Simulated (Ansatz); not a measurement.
AlN, response to strain

The reference is AlN in the wurtzite structure (space group P6_3mc, No. 186; a = 3.130 Å, c = 5.018 Å). Axes: x lies along a and z along c of the hexagonal cell.

Strains are applied to the cell and any free atomic positions relax; under biaxial strain the out-of-plane vector relaxes too.

Computed with PBE in Ansatz (plane waves to 420 eV, PAW, without spin-orbit coupling).

| biaxial strain, plane normal [001], relaxed out of plane (%) | band gap (eV) |
|---|---|
| 0 | 4.03 |
| 0.6 | ? |
| 1.2 | 3.79 |
| 1.8 | 3.68 |
| 2.4 | 3.56 |
| 3 | 3.44 |

Fit E_g = E₀ + Dε (ε in %) to the rows shown and predict the withheld row.

Least squares on the printed values gives E₀ = 4.03 eV, D = -196 meV per % of strain (largest residual 0.00 eV); this predicts 3.91 eV, and the run gives 3.91 eV, in agreement.

Whether these cells are dynamically stable was not tested.

Ansatz is a quantum-chemistry and plane-wave program.
